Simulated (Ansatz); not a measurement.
**SiC, pressure series**

Start from SiC (space group P6_3mc, No. 186).

```xyz
8
Lattice="3.0941 0.0000 0.0000 -1.5471 2.6796 0.0000 0.0000 0.0000 10.1293" Properties=species:S:1:pos:R:3 pbc="T T T"
Si     0.0000     0.0000     5.0678
Si     0.0000     0.0000     0.0031
Si     0.0000     1.7864     2.5349
Si     1.5471     0.8932     7.5995
C      0.0000     0.0000     3.1690
C      0.0000     0.0000     8.2336
C      0.0000     1.7864     0.6302
C      1.5471     0.8932     5.6948
```

Cell and atoms are relaxed at each pressure.

All numbers come from plane-wave PAW DFT at the PBE level (Ansatz, a first-principles code, 420 eV), scalar-relativistic without spin-orbit coupling.

```
case               lattice parameter a  band gap
-----------------  -------------------  --------
base                           3.094 Å   2.22 eV
pressure −2 GPa                3.104 Å   2.22 eV
pressure −1 GPa                3.099 Å   2.22 eV
pressure 0.9 GPa               3.090 Å   2.23 eV
pressure 2.1 GPa               3.084 Å   2.23 eV
pressure 4.5 GPa               3.073 Å   2.23 eV
pressure 9 GPa                 3.054 Å   2.23 eV
pressure 15 GPa                3.031 Å   2.24 eV
pressure 22.5 GPa              3.004 Å   2.24 eV
pressure 30 GPa                2.980 Å   2.24 eV
```

Load acts through the strain it causes; cell and atoms are relaxed under it. Stability against distortions was not tested. Competing high-pressure phases were not computed.
